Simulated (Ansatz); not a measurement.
The starting structures come from a database of crystals and need not be the phases stable at ambient conditions.

```yaml
crystal:
  lattice:
    - [7.05497, 0.00000, 0.00000]
    - [0.00000, 7.05497, 0.00000]
    - [3.52749, -3.52749, 7.72685]
  atoms:
    - { symbol: Tl, position: [0.75000, 0.75000, 0.50000] }
    - { symbol: Tl, position: [0.50000, 0.50000, 0.00000] }
    - { symbol: Tl, position: [0.25000, 0.25000, 0.50000] }
    - { symbol: Tl, position: [0.00000, 0.00000, 0.00000] }
    - { symbol: Cl, position: [0.17153, 0.40560, 0.32500] }
    - { symbol: Cl, position: [0.84440, 0.74653, 0.82500] }
    - { symbol: Cl, position: [0.50347, 0.91940, 0.32500] }
    - { symbol: Cl, position: [0.33060, 0.07847, 0.82500] }
    - { symbol: Cl, position: [0.07847, 0.84440, 0.17500] }
    - { symbol: Cl, position: [0.40560, 0.50347, 0.67500] }
    - { symbol: Cl, position: [0.74653, 0.33060, 0.17500] }
    - { symbol: Cl, position: [0.91940, 0.17153, 0.67500] }
```

Space group of this cell: I4_1/a. The cell was relaxed by PBE-D3(BJ); by PBEsol its mean pressure is -0.9 GPa.

Transport runs along the normal of the first two printed cell vectors, the (001) plane of the conventional cell.

The gap is the functional's own. No spin-orbit coupling. Mid-gap values are interpolated on the energy grid.

Compute, with PBEsol (Ansatz, a quantum-chemistry and plane-wave program), the band gap and the smallest decay constant κ at mid-gap.

Gap 2.03 eV on a 6×6×6 mesh; κ = 0.351 1/Å, at the zone centre.
